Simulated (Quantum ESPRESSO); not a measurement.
Checking a run of Quantum ESPRESSO on LuF₃ (P1, 4 atoms in the cell). The aim is a self-consistent single point with DFT, PBEsol, plane waves, PSlibrary PAW (PBE) pseudopotentials.

Cell that was meant: a = 3.8159 Å, b = 3.8159 Å, c = 4.2072 Å, α = 90.00°, β = 90.00°, γ = 120.00°.

Part of the input:

```fortran
/
&system
  ibrav = 0
  nat = 3
  ntyp = 2
  ecutwfc = 55
  ecutrho = 440
```

The program printed (abridged):

```
     file Lu.pbe-spdn-kjpaw_psl.1.0.0.UPF: wavefunction(s)  5S 5P 5D renormalized
   [... lines left out ...]
        k(    1) = (   0.0000000   0.0000000   0.0000000), wk =   0.0200000
        k(    2) = (   0.0000000   0.0000000   0.2267481), wk =   0.0400000
        k(    3) = (   0.0000000   0.0000000  -0.4534963), wk =   0.0200000
   [... 48 lines left out ...]

     Dense  grid:    55733 G-vectors     FFT dimensions: (  50,  50,  54)

     Smooth grid:    19645 G-vectors     FFT dimensions: (  36,  36,  40)

     Initial potential from superposition of free atoms

     starting charge      24.9843, renormalised to      25.0000
     Self-consistent Calculation

     iteration #  1     ecut=    55.00 Ry     beta= 0.30

     total energy              =    -776.56905142 Ry
     estimated scf accuracy    <       0.32494430 Ry

     iteration #  2     ecut=    55.00 Ry     beta= 0.30

     total energy              =    -776.61454016 Ry
     estimated scf accuracy    <       0.02161776 Ry

     iteration #  3     ecut=    55.00 Ry     beta= 0.30

     total energy              =    -776.61672530 Ry
     estimated scf accuracy    <       0.00713394 Ry

   [... 7 blocks of this kind left out ...]

     iteration # 11     ecut=    55.00 Ry     beta= 0.30

     total energy              =    -776.61749158 Ry
     estimated scf accuracy    <          3.3E-10 Ry

     iteration # 12     ecut=    55.00 Ry     beta= 0.30
     End of self-consistent calculation

     the Fermi energy is     8.0570 ev

!    total energy              =    -776.61749158 Ry
     estimated scf accuracy    <          4.0E-11 Ry
     smearing contrib. (-TS)   =      -0.00010223 Ry
     internal energy E=F+TS    =    -776.61738935 Ry

     convergence has been achieved in  12 iterations

     Forces acting on atoms (cartesian axes, Ry/au):

     atom    1 type  1   force =     0.00127780   -0.00268962    0.00737297
     atom    2 type  2   force =    -0.01332690   -0.00464417   -0.00436940
     atom    3 type  2   force =     0.01204909    0.00733380   -0.00300357

     Total force =     0.022124     Total SCF correction =     0.000009

          total   stress  (Ry/bohr**3)                   (kbar)     P=      -51.46
  -0.00038574  -0.00003622  -0.00005866          -56.74       -5.33       -8.63
  -0.00003622  -0.00035963  -0.00002687           -5.33      -52.90       -3.95
  -0.00005866  -0.00002687  -0.00030413           -8.63       -3.95      -44.74

   JOB DONE.
```

Is anything amiss in this input, and did it matter?

The run is not sound. The fault is an atom count that does not match the list of atoms. The program trusts the stated count: too many runs off the end of the list, too few can drop atoms without a word. To fix it, make the count match the list. The run converged in 12 iterations without an error; against the sound input the pressure goes from -3.38 to -5.15 GPa, the largest force goes from 0.437 to 0.380 eV/Å and no clean gap remains on the mesh (levels overlap or are partly filled), against 7.58 eV before. The full log also holds: “Warning: card F     0.0014610000    0.0063200000   -0.0046490000 ignored”.

An input that runs soundly differs in these lines (not the only fix; some lines may just follow from the change or write a value another way):
```diff
-  nat = 3
+  nat = 4
```

With that input, the run converged in 12 iterations: free energy E − TS -11370.5946 eV; top of the valence band (on the code's own zero) 3.32 eV; gap on the k-point mesh 7.58 eV; pressure -3.38 GPa; largest force (vector length) 0.437 eV/Å (DFT, PBEsol, plane waves, PSlibrary PAW (PBE) pseudopotentials).

On the sound input: the starting cell comes from a database of computed structures (which also holds hypothetical and non-ambient phases and stackings), without a prior relaxation at this level. Its atoms were displaced at random from the sites of space group no. 164. Spin-orbit coupling is off. With a pressure of about -3 GPa the cell is away from its equilibrium volume at this level.
